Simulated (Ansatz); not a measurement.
Functionals compared on the (0001) surface of hcp Re in its 1x1 cell, outermost plane spacing 2.24 Å in the ideal cut, in Ansatz (plane waves, PAW). The structure was relaxed with PBE; the other rows are single points on it, each with its references at the same level. Cutoff 420 eV (500 eV for r2SCAN).

Set-up: 6 atoms, 11.2 Å thick at the start; mesh 15x15x1; 0.1 eV smearing; dipole correction on; all atoms relaxed; symmetry of the start imposed; no spin, no spin-orbit, no U. These notes are the PBE run's.

```csv
functional,surface energy (J/m²),work function of the top face (eV),rough cost of the single point
PBE,2.63,4.90,–
LDA,3.08,5.21,about 20 core-seconds (a rough figure)
PBEsol,2.98,5.02,around 19 core-seconds (rough)
RPBE,2.43,4.75,roughly 19 core-seconds
r2SCAN,…,…,very roughly 40 core-seconds
```

What belongs in the gaps?


- r2SCAN, surface energy (J/m²): 2.77
- r2SCAN, work function of the top face (eV): 4.95

Ansatz is an electronic-structure program.
